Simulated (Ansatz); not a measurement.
Results of HSE06 in Ansatz (PAW) for C (within 0.1 Å of R-3m, No. 166, 2 atoms in the cell; start mp-169; another form than the element's usual one).

Run with plane-wave cutoff 460 eV, 12×12×8 k mesh (along the axes of the cell as run), Fermi–Dirac smearing 0.01 eV, scalar-relativistic PAW data made under PBE.

The cell is the one relaxed with PBEsol. Conventional cell: a = 4.2585 Å, b = 2.4586 Å, c = 3.9213 Å, α = 90.00°, β = 110.95°, γ = 90.00°.

```
CELL_PARAMETERS angstrom
      2.12926    -1.22932    -0.00640
      2.12926     1.22932    -0.00640
     -1.39086     0.00000     3.66635
ATOMIC_POSITIONS crystal
  C  0.83334 0.83334 0.00003
  C  0.16666 0.16666 0.99997
```

### Question
List the 5 lowest band energies at Γ above −25 eV (eV, relative to the valence band maximum), grouping those that round alike.

### Answer
At Γ: -21.99, -8.01, -3.79 (×2), 4.18.

Note: the run warned that its exchange threshold was loose for the stress; the cell comes from a level without a dispersion term, which matters for the spacing of layers, chains or molecules; cell and atoms aren't relaxed at this level (pressure -2.7 GPa).

A start named mp-… is a Materials Project structure, which need not be a measured phase.

Ansatz is a first-principles code.
